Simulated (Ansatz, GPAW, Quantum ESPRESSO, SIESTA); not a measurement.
# One structure in several programs: Li3In (I4/mmm, 4 atoms in the cell)

Self-consistent single point.

```yaml
crystal:
  lattice:
    - [-2.08073, 2.08073, 4.22808]
    - [2.08073, -2.08073, 4.22808]
    - [2.08073, 2.08073, -4.22808]
  atoms:
    - { symbol: Li, position: [0.75000, 0.25000, 0.50000] }
    - { symbol: Li, position: [0.25000, 0.75000, 0.50000] }
    - { symbol: Li, position: [0.50000, 0.50000, 0.00000] }
    - { symbol: In, position: [0.00000, 0.00000, 0.00000] }
```

Shared settings, as Ansatz (a program for electronic structure) writes them: kpoints.mp_grid.grid = 11 11 11; scf.occupations.method = gaussian; scf.occupations.width = 0.2 eV. Potentials and cutoffs stand in the table.

```json
[
 {"code": "Quantum ESPRESSO", "model": "PBEsol, SSSP 1.1.2 efficiency (PBE) pseudopotentials", "pressure (GPa)": "-0.45", "cutoff": "55 Ry"},
 {"code": "Ansatz", "model": "PBEsol, PAW files made with PBE", "pressure (GPa)": "-0.48", "cutoff": "default"},
 {"code": "SIESTA", "model": "GGA PBEsol, numerical atomic orbitals TZP, PseudoDojo PBEsol standard norm-conserving potentials (rewritten from UPF to PSML)", "pressure (GPa)": "-0.29", "cutoff": "grid 350 Ry"},
 {"code": "GPAW", "model": "PBEsol, GPAW PAW datasets PBEsol (made by gpaw-setup)", "pressure (GPa)": "-0.52", "cutoff": "600 eV"}
]
```

The spread over the programs that give each value: pressure within 0.23 GPa.

SIESTA uses small atom-centred bases, whose incompleteness enters pressures, forces and empty levels differently from a plane-wave cutoff. Ansatz's pressure is given at a fixed set of plane waves, as the other plane-wave codes print theirs.

The starting cell comes from a database of computed structures (which also holds hypothetical and non-ambient phases and stackings), without a prior relaxation at this level.

Left out of this page: ABINIT (with a known weakness of the program); Elk and FLEUR (not drawn, or without a comparable value).

Keys are those of Ansatz 0.2.
